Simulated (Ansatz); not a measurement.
# TiO2: pressure series

Consider TiO2 in the anatase structure (space group I4_1/amd, No. 141; a = 3.7988 Å, c = 9.7008 Å).

Cell and atoms are relaxed at each pressure.

All numbers come from PBE (Ansatz, a quantum-chemistry and plane-wave program, PAW, no SOC).

```json
[
 {"case": "base", "width of the top valence band": "0.84 eV", "band gap": "2.13 eV", "volume per atom": "11.67 Å³"},
 {"case": "pressure −2 GPa", "width of the top valence band": "0.81 eV", "band gap": "2.13 eV", "volume per atom": "11.80 Å³"},
 {"case": "pressure −1 GPa", "width of the top valence band": "0.82 eV", "band gap": "2.13 eV", "volume per atom": "11.73 Å³"},
 {"case": "pressure 0.3 GPa", "width of the top valence band": "0.84 eV", "band gap": "2.13 eV", "volume per atom": "11.65 Å³"},
 {"case": "pressure 0.7 GPa", "width of the top valence band": "0.85 eV", "band gap": "2.12 eV", "volume per atom": "11.62 Å³"},
 {"case": "pressure 1.5 GPa", "width of the top valence band": "0.85 eV", "band gap": "2.12 eV", "volume per atom": "11.57 Å³"},
 {"case": "pressure 3 GPa", "width of the top valence band": "0.86 eV", "band gap": "2.11 eV", "volume per atom": "11.47 Å³"},
 {"case": "pressure 5 GPa", "width of the top valence band": "…", "band gap": "…", "volume per atom": "…"},
 {"case": "pressure 7.5 GPa", "width of the top valence band": "0.89 eV", "band gap": "2.08 eV", "volume per atom": "11.19 Å³"},
 {"case": "pressure 10 GPa", "width of the top valence band": "0.92 eV", "band gap": "2.06 eV", "volume per atom": "11.05 Å³"}
]
```

Q: Fill in the withheld entries from the trend.

A: 
- pressure 5 GPa, width of the top valence band: 0.87 eV
- pressure 5 GPa, band gap: 2.10 eV
- pressure 5 GPa, volume per atom: 11.35 Å³

Load acts through the strain it causes; cell and atoms are relaxed under it. No phonon test of stability was made. No other phases were tried under pressure. All final runs are without spin polarisation.
